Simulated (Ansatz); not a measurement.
Results of G0W0@PBEsol (Ansatz, a program for electronic structure, plane waves, hard PAW, contour deformation) for Si3N4 (P6₃/m, No. 176).

The cell has the measured lattice parameters. Conventional cell: a = 7.6093 Å, b = 7.6093 Å, c = 2.9079 Å, α = 90.00°, β = 90.00°, γ = 120.00°.

One run with a 3×3×4 mesh, response cutoff 105 eV and 654 empty bands, not extrapolated in mesh or basis; no spin–orbit coupling.

Some levels at Γ in eV, each set counted from its highest filled level:

```csv
row,degeneracy,PBEsol,quasiparticle
1,2,-3.89,?
2,2,-3.76,?
3,2,-3.29,-3.46
4,1,-2.80,-2.93
5,1,-2.73,-2.83
6,2,-1.30,-1.33
7,2,-0.98,-1.01
8,1,-0.21,-0.22
9,1,-0.20,-0.22
10,1,0.00,0.00
11,1,4.42,?
12,1 or more,4.90,?
```

Q: Some entries are withheld; supply them.

A: 
- 1, quasiparticle: -4.11
- 2, quasiparticle: -3.99
- 11, quasiparticle: 6.29
- 12, quasiparticle: 6.80

Levels within 5 meV count as one row.

Note: cell and atoms aren't relaxed at this level.
